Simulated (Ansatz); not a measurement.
Base system: GaP in the zinc blende structure (space group F-43m, No. 216).

```
CELL_PARAMETERS angstrom
      0.00000     2.69570     2.69570
      2.69570     0.00000     2.69570
      2.69570     2.69570     0.00000
ATOMIC_POSITIONS crystal
  Ga 0.00000 0.00000 0.00000
  P  0.25000 0.25000 0.25000
```

Cartesian axes are those of the cell as printed.

Level of theory: LDA in Ansatz (plane waves to 420 eV, PAW, scalar-relativistic without spin-orbit coupling).

Strains are applied to the cell and any free atomic positions relax.

One change was made to it. Results:

The smallest direct gap shrinks by 0.196 eV, from 1.88 eV to 1.69 eV; the energy increases by 5.1 meV/atom; the band gap drops by 0.29 eV, from 1.38 eV to 1.09 eV.

### Question
What was done to the base?
A) tensor shear ε_xy = +1.71 %
B) tensor shear ε_xy = +0.57 %
C) tensor shear ε_xy = +1.43 %

### Answer
A, tensor shear ε_xy = +1.71 %. For comparison, the band gap in the other runs: tensor shear ε_xy = +0.57 % gives 1.33 eV; tensor shear ε_xy = +1.43 % gives 1.16 eV.

No phonon test of stability was made.

Ansatz is a program for electronic structure.
